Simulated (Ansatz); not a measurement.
CdSe in the wurtzite structure (space group P6_3mc, No. 186)

```yaml
crystal:
  lattice:
    - [4.38288, 0.00000, 0.00000]
    - [-2.19144, 3.79568, 0.00000]
    - [0.00000, 0.00000, 7.15467]
  atoms:
    - { symbol: Cd, position: [0.66667, 0.33333, 0.00047] }
    - { symbol: Cd, position: [0.33333, 0.66667, 0.50047] }
    - { symbol: Se, position: [0.66667, 0.33333, 0.62473] }
    - { symbol: Se, position: [0.33333, 0.66667, 0.12473] }
```

Computed with plane-wave PAW DFT at the PBE level (Ansatz, a program for electronic structure, 420 eV), no spin-orbit coupling, earlier PAW set. Settings: 9×9×5 k-points, 0.05 eV Fermi–Dirac smearing.

| Property | Result |
|---|---|
| Volume per atom | 29.76 Å³ |
| Density | 5.34 g/cm³ |
| Band gap | 0.54 eV, direct at Γ |
| Electron mass | 0.057 mₑ |
| Lowest conduction-band minima above the VBM | Γ 0.54 eV |
| Total energy | -6862.438 eV/atom (σ→0; compares only within this code and set-up) |

Masses are band curvatures over ±0.01 Å⁻¹ around the edge. Whether these cells are dynamically stable was not tested.
